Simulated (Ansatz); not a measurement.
Cl on the 1x1 (110) surface of bcc Mo, one in a 2x2 cell: adsorption energies (eV for each) against ½ Cl2(g) in Ansatz (plane waves, PAW). Structures relaxed with PBE; the other functionals are single points on them, with slab and gas at the same level. No dispersion, zero-point or thermal terms. Rows are starts at which the adsorbate stayed.

Slab: 17 atoms, 6.5 Å thick at the start under the adsorbate (thin: gaps and levels are the slab's own); k 6x6x1, smearing 0.1 eV, dipole-corrected; 8 atoms held, the rest relaxed; each run with such symmetry as its start has; no spin, no spin-orbit, no U, no dispersion correction.

```
site                         PBE  RPBE  r2SCAN
-------------------------  -----  ----  ------
top Mo                     -2.21     ?   -2.46
hollow Mo-Mo-Mo            -2.83     ?   -3.14
bridge Mo-Mo (span 2.7 Å)  -2.66     ?   -2.95
bridge Mo-Mo (span 3.2 Å)  -2.62     ?   -2.95
```

Fill in the missing entries.


- top Mo, RPBE: -2.09
- hollow Mo-Mo-Mo, RPBE: -2.59
- bridge Mo-Mo (span 2.7 Å), RPBE: -2.46
- bridge Mo-Mo (span 3.2 Å), RPBE: -2.40

RPBE moves the energies by 0.20 eV on average against PBE and puts 'hollow Mo-Mo-Mo' lowest, as PBE does. r2SCAN moves the energies by -0.30 eV on average against PBE and puts 'hollow Mo-Mo-Mo' lowest, as PBE does.

Ansatz is a program for electronic structure.
